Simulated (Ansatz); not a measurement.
**Gaps of 6 crystals under uniaxial stress along [001]**

Cells relaxed with r2SCAN to the stress (compression positive), bands by r2SCAN with spin-orbit coupling, rigid bands (plane waves, PAW; Ansatz, a quantum-chemistry and plane-wave program). The strain is along the load.

| Crystal | gap unloaded (eV) | tension (GPa) | strain (%) | gap (eV) | compression (GPa) | strain (%) | gap (eV) |
|---|---|---|---|---|---|---|---|
| zincblende CdTe (F-43m) | 0.906 | -1.00 | 3.77 | 0.811 | 1.00 | -4.93 | 0.847 |
| zincblende CdSe (F-43m) | 0.925 | -1.00 | 3.60 | 0.852 | 1.00 | -4.93 | 0.853 |
| zincblende InP (F-43m) | 1.005 | -1.00 | 1.60 | 0.939 | 2.00 | -3.61 | 0.928 |
| zincblende BP (F-43m) | 1.398 | -2.00 | 0.59 | 1.350 | 1.00 | -0.30 | 1.347 |
| zincblende ZnSe (F-43m) | 1.750 | -1.00 | 1.87 | 1.692 | 2.00 | -4.36 | 1.695 |
| rocksalt MgSe (Fm-3m) | 2.344 | -1.00 | 0.98 | 2.295 | 1.00 | -0.88 | 2.300 |

### Question
Work out the change of the gap per unit strain on each side. Which crystal answers most strongly to tension, and does the size follow the gap?

### Answer
| Crystal | tension (eV) | compression (eV) |
|---|---|---|
| CdTe (F-43m) | -2.5 | 1.2 |
| CdSe (F-43m) | -2.0 | 1.5 |
| InP (F-43m) | -4.1 | 2.1 |
| BP (F-43m) | -8.1 | 17 |
| ZnSe (F-43m) | -3.1 | 1.3 |
| MgSe (Fm-3m) | -5.0 | 5.0 |

Strongest under tension, with those that 0.01 eV in the gaps can't tell from it: BP (F-43m). The rank correlation of the size under tension with the unloaded gap is 0.66. In 6 of 6 crystals the two values differ in sign, which marks a turning point of the gap near zero load.

Gaps are resolved to about 0.01 eV, and the values are means up to the load shown; the lowest valley can differ between crystals and loads. Every relaxation keeps its starting phase, so transitions and fracture can't show.
